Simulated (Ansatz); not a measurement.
Relaxation of the atoms of Sc3B2Rh5 (P4/mbm, 20 atoms in the cell) at several settings

```
CELL_PARAMETERS angstrom
      9.42748     0.00000     0.00000
      0.00000     9.42748     0.00000
      0.00000     0.00000     3.08778
ATOMIC_POSITIONS crystal
  Sc 0.00000 0.00000 0.00000
  Sc 0.50000 0.50000 0.00000
  Sc 0.32504 0.82504 0.00000
  Sc 0.17496 0.32504 0.00000
  Sc 0.67496 0.17496 0.00000
  Sc 0.82504 0.67496 0.00000
  Rh 0.22230 0.07105 0.50000
  Rh 0.92895 0.22230 0.50000
  Rh 0.77770 0.92895 0.50000
  Rh 0.07105 0.77770 0.50000
  Rh 0.72230 0.42895 0.50000
  Rh 0.42895 0.27770 0.50000
  Rh 0.27770 0.57105 0.50000
  Rh 0.57105 0.72230 0.50000
  B  0.12230 0.62230 0.00000
  B  0.37770 0.12230 0.00000
  B  0.87770 0.37770 0.00000
  B  0.62230 0.87770 0.00000
  Rh 0.00000 0.50000 0.50000
  Rh 0.50000 0.00000 0.50000
```

Base: PBEsol, default PAW files made with PBE (Ansatz, a quantum-chemistry and plane-wave program). Its settings: basis.ecutwfc = 420 eV; kpoints.mp_grid.grid = 3 3 9; hamiltonian.xc = pbesol; hamiltonian.pseudopotentials = {kind: paw} (the program's default PAW files); scf.occupations.method = cold; scf.occupations.width = 0.272 eV. Starting volume 13.72 Å³ per atom.

Each line gives the change from the base single point and the result:

- relax: default → atoms: pressure -2.62 GPa; largest force (vector length) 0.010 eV/Å; relaxation steps 4; free energy against the base single point -0.2 meV/atom.
- atoms moved at random; relax: default → atoms; relax.f_tol: default → 0.005 eV/Å: pressure -2.62 GPa; relaxation steps 5; free energy against the base single point -0.2 meV/atom.
- atoms moved at random; scf.convergence.dr2_threshold: default (1e-07 eV) → 0.001 eV; relax: default → atoms; relax.f_tol: default → 0.03 eV/Å: pressure -2.61 GPa; largest force (vector length) 0.023 eV/Å; relaxation steps 3; free energy against the base single point -0.2 meV/atom.

The starting cell comes from a database of published, mostly measured structures (it also holds non-ambient and calculated ones), without a prior relaxation at this level. Its lattice was rescaled by a random factor within 2.5 % of one. Spin polarisation is off. Ansatz's pressure includes its estimate of the finite-basis (Pulay) stress.

Keys are those of Ansatz 0.2.
